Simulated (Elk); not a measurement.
Input and output of a self-consistent single point for SrMg3 (I4/mmm, 4 atoms in the cell) (Elk).

Method of the run: LDA (PW92), all-electron FP-LAPW, Elk's shipped species files, APW+lo basis with extra local orbitals (Elk).

The change in words: lattice scaled by 0.98. Reference geometry:
```xyz
4
Lattice="-2.8165 2.8165 3.6820 2.8165 -2.8165 3.6820 2.8165 2.8165 -3.6820" Properties=species:S:1:pos:R:3 pbc="T T T"
Sr     0.0000     0.0000     0.0000
Mg     0.0000     0.0000     3.6820
Mg     2.8165     0.0000     1.8410
Mg     0.0000     2.8165     1.8410
```

Reference input (self-consistent single point, DFT, LDA (PW92), all-electron FP-LAPW, Elk's shipped species files, APW+lo basis with extra local orbitals): rgkmax = 8; stype = 0; swidth = 0.00734986 Ha; ngridk = 7 7 7; tforce = true; gmaxvr = 18 1/bohr; lmaxapw = 10; lmaxo = 8; nxlo = 2; lorbcnd = true; lradstp = 2; nrmtscf = 2. This run's input differs from it in these lines:

```diff
@@ -46,5 +46,5 @@
 avec
-   -2.8164740000    2.8164740000    3.6819560000
-    2.8164740000   -2.8164740000    3.6819560000
-    2.8164740000    2.8164740000   -3.6819560000
+   -2.7601450000    2.7601450000    3.6083170000
+    2.7601450000   -2.7601450000    3.6083170000
+    2.7601450000    2.7601450000   -3.6083170000
```

Log, with long lists cut:

```
│ Self-consistent loop started │
│ Loop number : 1 │
 total energy                :     -3777.89128943
│ Loop number : 2 │
 total energy                :     -3777.85595570
RMS change in Kohn-Sham potential (target) :   0.2188866309E-01 (  0.1000000000E-05)
Absolute change in total energy (target)   :   0.3533373094E-01 (  0.1000000000E-03)
│ Loop number : 3 │
 total energy                :     -3777.64111631
RMS change in Kohn-Sham potential (target) :   0.2014849034E-01 (  0.1000000000E-05)
Absolute change in total energy (target)   :   0.2236728206     (  0.1000000000E-03)
│ Loop number : 4 │
   [... lines left out ...]
Absolute change in total energy (target)   :   0.7284325411E-03 (  0.1000000000E-03)
│ Loop number : 13 │
 total energy                :     -3774.75355417
RMS change in Kohn-Sham potential (target) :   0.4212067098E-07 (  0.1000000000E-05)
Absolute change in total energy (target)   :   0.1807323883E-03 (  0.1000000000E-03)
│ Loop number : 14 │
 total energy                :     -3774.75355588
RMS change in Kohn-Sham potential (target) :   0.1475285799E-07 (  0.1000000000E-05)
Absolute change in total energy (target)   :   0.4346931928E-04 (  0.1000000000E-03)
Convergence targets achieved

│ Loop number : 15 │

Energies :
 Fermi                       :     0.142806209817
 total energy                :     -3774.75355603

Density of states at Fermi energy :    65.45335322
 (states/Hartree/unit cell)

Estimated indirect band gap :   0.1693681279E-02
 from k-point     10 to k-point      1
Estimated direct band gap   :   0.8037163009E-02
 at k-point      3

Charges :
 core                        :    34.00000000
 valence                     :    40.00000000
 interstitial                :    6.527040144
 muffin-tins (core leakage)
  species :    1 (Sr)
   atom    1                 :    36.04188097     (  0.2908159359E-04)
  species :    2 (Mg)
   atom    1                 :    10.45358329     (   0.000000000    )
   atom    2                 :    10.48874779     (   0.000000000    )
   [... lines left out ...]
   total force               :     0.00000000    0.00000000    0.00000000
   total magnitude           :     0.00000000
  atom :    3
   Hellmann-Feynman          :     0.00000000    0.00000000    0.00000000
   IBS                       :    -0.00000000   -0.00000000   -0.00000000
   total force               :    -0.00000000   -0.00000000    0.00000000
   total magnitude           :     0.00000000
```

The run converged in 15 iterations. The count includes the last loop, which Elk runs after its targets are met. Against the reference run the total energy goes down by 19.1 meV/atom.

The starting cell comes from a database of computed structures (which also holds hypothetical and non-ambient phases and stackings), without a prior relaxation at this level. Its lattice was rescaled by a random factor within 2.5 % of one. For this run, on top of that: lattice scaled by 0.98. Values depend on the basis (sphere radii, cutoffs, local orbitals), which need not be converged. The log's line on a gap gives a spacing of levels on this mesh, which the program prints for metals too.

Cost on one core of a shared machine: roughly 4 min.
